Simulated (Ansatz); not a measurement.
Worked calculations on one periodic cell of amorphous Si₁₀Al₁₆O₄₄: Si10Al16O44, 70 atoms, volume 988.2 Å³, made by a melt-quench on the CHGNet potential and relaxed with DFT. O atoms were pushed apart under 1.9 Å during the dynamics, to hinder bonds among them. It is a model cell: composition and starting density were chosen by hand, and all elements were melted together. All values below come from PBE, scalar-relativistic without spin-orbit coupling (plane waves to 420 eV, PAW; Ansatz, a first-principles code). Sampling: a 2×2×2 Γ-centred mesh; Fermi-Dirac width 0.02 eV; no spin polarisation. Its volume was relaxed, its shape was held as a cube, and it stands at a mean pressure of -0.1 GPa with stress components up to 1.3 GPa; the relaxation ran on the zone centre alone. Its density went from a set 2.35 to 2.38 g/cm³. The cell is small and was quenched far faster than a real film, so it is one sample of the glass.

Question: Count formal charges (Si +4, Al +3, O -2). What does the count lead one to expect at the Fermi level, and what does the calculation give?

Answer: 10 × (+4) + 16 × (+3) + 44 × (-2) = 0. The charges balance, so the anion-derived valence states can be full and a gap can open. On this mesh the highest filled and lowest empty level lie 3.91 eV apart, the PBE gap of this cell, with a localised state at one edge or both.

The cell was scaled and its atoms relaxed again at each volume (the zone centre alone): 928.9 Å³, 2.80 GPa; 988.2 Å³, -0.07 GPa; 1017.8 Å³, -1.21 GPa.

Question: Estimate the bulk modulus over this range from B = −dP/d ln V.

Answer: Between the ends: −(-1.21 − 2.80) / ln(1017.8/928.9) = 44 GPa, a mean over the range at 0 K with the atoms relaxed.
